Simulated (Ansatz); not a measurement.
Results of PBEsol (Ansatz, an electronic-structure program, PAW) for AlSiCN (P3m1, No. 156, 4 atoms in the cell; start mp-1227998).

Run with plane-wave cutoff 520 eV, 12×12×8 k mesh (along the axes of the cell as run), Fermi–Dirac smearing 0.01 eV, scalar-relativistic PAW data made under PBE.

The cell is the one relaxed with PBEsol. Conventional cell: a = 3.0941 Å, b = 3.0941 Å, c = 5.0268 Å, α = 90.00°, β = 90.00°, γ = 120.00°.

```
CELL_PARAMETERS angstrom
      3.09407     0.00000     0.00000
     -1.54703     2.67954     0.00000
      0.00000     0.00000     5.02683
ATOMIC_POSITIONS crystal
  Al 0.33333 0.66667 0.50719
  Si 0.66667 0.33333 0.99732
  C  0.33333 0.66667 0.10847
  N  0.66667 0.33333 0.63701
```

Problem. List the 10 lowest band energies at Γ above −25 eV (eV, relative to the valence band maximum), grouping those that round alike.

Solution. At Γ: -16.19, -12.37, -7.66, -1.87 (×2), -0.38, 0.00 (×2), 4.10, 6.11.

A start named mp-… is a Materials Project structure, which need not be a measured phase.
